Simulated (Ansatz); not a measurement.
The starting structures come from a database of crystals and need not be the phases stable at ambient conditions.

 Where the default PAW files enter, the runs use the earlier of Ansatz's two default sets.

Inside the gap of an insulator the Bloch states are evanescent, with a wavenumber k + iκ along the transport direction.

Given:

```yaml
crystal:
  lattice:
    - [5.05086, 0.00000, 0.00000]
    - [2.52506, 4.79650, 0.00000]
    - [-0.00276, -2.66066, 8.33447]
  atoms:
    - { symbol: Li, position: [0.55868, 0.88110, 0.14697] }
    - { symbol: Li, position: [0.05851, 0.88066, 0.64678] }
    - { symbol: Li, position: [0.80898, 0.38316, 0.39781] }
    - { symbol: Li, position: [0.31057, 0.38176, 0.89715] }
    - { symbol: Nb, position: [0.98258, 0.03470, 0.00582] }
    - { symbol: Nb, position: [0.48226, 0.03487, 0.50577] }
    - { symbol: Nb, position: [0.23254, 0.53468, 0.25567] }
    - { symbol: Nb, position: [0.73277, 0.53451, 0.75575] }
    - { symbol: O, position: [0.25606, 0.22406, 0.36464] }
    - { symbol: O, position: [0.21300, 0.22389, 0.05765] }
    - { symbol: O, position: [0.69508, 0.22403, 0.18950] }
    - { symbol: O, position: [0.81324, 0.72400, 0.30767] }
    - { symbol: O, position: [0.33108, 0.72392, 0.43944] }
    - { symbol: O, position: [0.75660, 0.22361, 0.86450] }
    - { symbol: O, position: [0.26993, 0.72382, 0.11460] }
    - { symbol: O, position: [0.71295, 0.22368, 0.55774] }
    - { symbol: O, position: [0.19519, 0.22404, 0.68955] }
    - { symbol: O, position: [0.31342, 0.72364, 0.80774] }
    - { symbol: O, position: [0.83107, 0.72401, 0.93944] }
    - { symbol: O, position: [0.76971, 0.72345, 0.61441] }
```

Space group of this cell: P1. The cell is strained (all lengths scaled by 0.98); by r2SCAN its mean pressure is 8.4 GPa.

Transport runs along the normal of the first two printed cell vectors.

The gap is the functional's own. No spin-orbit coupling. Mid-gap values are interpolated on the energy grid.

**Question.** State the band gap and the smallest decay constant κ at mid-gap according to r2SCAN (Ansatz, a first-principles code).

**Answer.** Gap 4.14 eV on a 8×8×4 mesh; κ = 0.451 1/Å, at (0.000, 0.167) of the in-plane reciprocal vectors. At the zone centre, at the nearest computed energy, the slowest state has κ = 0.50 1/Å.
